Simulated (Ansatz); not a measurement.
Inside the gap of an insulator the Bloch states are evanescent, with a wavenumber k + iκ along the transport direction.

Here is the system:

```xyz
6
Lattice="5.5307 0.0000 0.0000 1.6795 5.2696 0.0000 1.6795 1.2275 2.2274" Properties=species:S:1:pos:R:3 pbc="T T T"
Mg     4.4449     3.2485     1.1137
Mg     0.0000     0.0000     0.0000
F      2.8461     2.0801     0.8780
F      6.0436     4.4170     1.3495
F      3.2783     4.8448     1.1137
F      5.6115     1.6523     1.1137
```

Space group of this cell: P4_2/mnm, rutile. The cell is taken as given.

Transport runs along the normal of the first two printed cell vectors, the (111) plane of the conventional cell.

No gap correction and no spin-orbit coupling; mid-gap values are interpolated between computed energies.

Q: Give the band gap and the smallest decay constant κ at mid-gap that r2SCAN run with Ansatz (an electronic-structure program) yields.

A: Gap 8.08 eV on a 14×14×14 mesh; κ = 0.565 1/Å, at the zone centre.
